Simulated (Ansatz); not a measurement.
SrTiS3 (model structure, started from the cubic perovskite type, Pm-3m, No. 221, 5 atoms in the cell), treated with LDA (Ansatz, a first-principles code, plane waves, PAW).

The input as run:

Ansatz 0.2 input:
```yaml
crystal:
  lattice:
    - [4.7139867504, 0.0, 0.0]
    - [0.0, 4.7139867504, 0.0]
    - [0.0, 0.0, 4.7139867504]
  atoms:
    - { symbol: Sr, position: [0.0, 0.0, 0.0] }
    - { symbol: Ti, position: [0.5, 0.5, 0.5] }
    - { symbol: S, position: [0.0, 0.5, 0.5] }
    - { symbol: S, position: [0.5, 0.5, 0.0] }
    - { symbol: S, position: [0.5, 0.0, 0.5] }
basis:
  ecutwfc: 520
  ecutrho_ratio: 4
  xc_grid: 2
kpoints:
  mp_grid: { grid: [12, 12, 12] }
hamiltonian:
  xc: lda
  dispersion: none
  pseudopotentials: { kind: paw }
scf:
  occupations: { method: fermi_dirac, width: 0.05 }
  convergence: { dr2_threshold: 0.0000000005 }
output:
  forces: true
  stress: true
  eigenvalues: true
```

### Question
How many irreducible k-points, plane waves at Γ does the program set up, and what pressure does the run end with?

### Answer
84 irreducible k-points, 2801 plane waves at Γ; P = -2.40 GPa, so the cell is stretched on average and its volume would shrink at this level.

Excerpt of the program's output:

```
Crystal: 5 atoms, lattice volume = 104.753 Å³
Basis set: ecut = 520 eV, 2801 PW (Γ), exchange–correlation on 72×72×72 points (8 copies of the dense FFT grid, shifted against one another)
Bands: 25, of which v1, the nominal top of the filled ones, is band 20 counted from 1 (19 counted from 0)
Symmetry: 48 space group operations
Space group: Pm-3m (ITA 221), of the structure as read, at distance tolerance 4.7e-5 Å
k-points: 84 of 1728
Functional: x = slater, c = lda
SCF iter   1: F=—  HF=-8511.295806 eV  |F-HF|=—  |Δ(HF+E_count)|=         —  Δρ=1.10e-2  dr2=2.20e-1
SCF iter   2: F=—  HF=-8511.279633 eV  |F-HF|=—  |Δ(HF+E_count)|=   1.62e-2  Δρ=6.53e-3  dr2=7.58e-2
  ...
SCF iter   8: F=—  HF=-8511.269653 eV  |F-HF|=—  |Δ(HF+E_count)|=   2.73e-9  Δρ=1.19e-6  dr2=2.02e-9
SCF iter   9: F=-8511.269653 eV  HF=-8511.269653 eV  |F-HF|=1.09e-11  |Δ(HF+E_count)|=  1.27e-10  Δρ=2.76e-7  dr2=1.35e-10
SCF 1 converged in 9 iterations: F = -8511.269653 eV  dr2 = 1.35e-10
SCF converged after 9 iterations
Free energy (F): -8511.269653 eV
Internal energy: -8511.255170 eV  (E = F + TS)
E sigma→0 (E₀):  -8511.262412 eV
Fermi energy:    8.201429 eV
--- Stress (GPa, compression-positive) ---
       -2.400053       0.000000       0.000000
        0.000000      -2.400053       0.000000
        0.000000       0.000000      -2.400053
  P = ⅓ Tr σ = -2.4001 GPa (-24.001 kbar)
```

The PAW data were made under PBE.

Note: the relaxation could raise the start's symmetry but not lower it, so the cell can be a saddle point. Note: cell and atoms aren't relaxed at this level (pressure -2.4 GPa).

A model structure was made by putting elements into a prototype or built by hand; it is no filed structure, need not be a known phase, and can be a saddle point held by its symmetry.
